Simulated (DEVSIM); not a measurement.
Device: Pt/HfO2/p-Ge capacitor, at 300 K.

| layer (left to right) | material | thickness (nm) | Na (cm⁻³) |
|---|---|---|---|
| 1 | HfO2 | 4.70 | - |
| 2 | Ge | 11000 | 3.2e15 |

Metal gate on the left, work function 5.6 eV. Fixed charge at the semiconductor interface -8.3e10 cm⁻² (in units of +e); no interface traps.

Constants are typed, rounded textbook-type inputs, not results; the design itself was drawn at random and stands for no fabricated device. Values at 300 K.

```
parameter      HfO2       Ge
-------------  ----  -------
gap (eV)        5.7    0.664
affinity (eV)   2.5        4
permittivity     22       16
Nc (cm⁻³)         -  1.04e19
Nv (cm⁻³)         -     6e18
```

DEVSIM, 1D Poisson equation in equilibrium, Boltzmann statistics, complete ionisation; no quantum confinement or tunnelling. Metal contacts follow the ideal Schottky-Mott rule: no Fermi-level pinning, no interface dipoles.

Question: Tabulate band edges, carrier densities and field at 1.35 V on the gate.

Answer: Energies count from the Fermi level of the right contact; mesh points crowd at the junctions.

```tsv
x (μm)	Ec (eV)	Ev (eV)	n (cm⁻³)	p (cm⁻³)	field (V/cm)
0.000	1.750	-3.950	< 1e2	< 1e2	15000
0.001231	1.752	-3.948	< 1e2	< 1e2	15000
0.003010	1.755	-3.945	< 1e2	< 1e2	15000
0.004398	1.757	-3.943	< 1e2	< 1e2	15000
0.006340	0.259	-0.405	4.6e14	9.5e11	12000
0.01008	0.263	-0.401	3.9e14	1.1e12	12000
0.01932	0.274	-0.390	2.6e14	1.7e12	11000
0.05348	0.310	-0.354	6.5e13	6.7e12	9900
0.1201	0.367	-0.297	7.0e12	6.2e13	7400
0.2755	0.443	-0.221	3.7e11	1.2e15	2600
0.6600	0.469	-0.195	1.4e11	3.2e15	39
2.082	0.469	-0.195	1.4e11	3.2e15	≈ 0
4.853	0.469	-0.195	1.4e11	3.2e15	≈ 0
8.306	0.469	-0.195	1.4e11	3.2e15	≈ 0
10.15	0.469	-0.195	1.4e11	3.2e15	≈ 0
10.65	0.469	-0.195	1.4e11	3.2e15	≈ 0
10.85	0.469	-0.195	1.4e11	3.2e15	≈ 0
10.94	0.469	-0.195	1.4e11	3.2e15	≈ 0
10.98	0.469	-0.195	1.4e11	3.2e15	≈ 0
11.00	0.469	-0.195	1.4e11	3.2e15	≈ 0
11.00	0.469	-0.195	1.4e11	3.2e15	≈ 0
11.01	0.469	-0.195	1.4e11	3.2e15	≈ 0
```
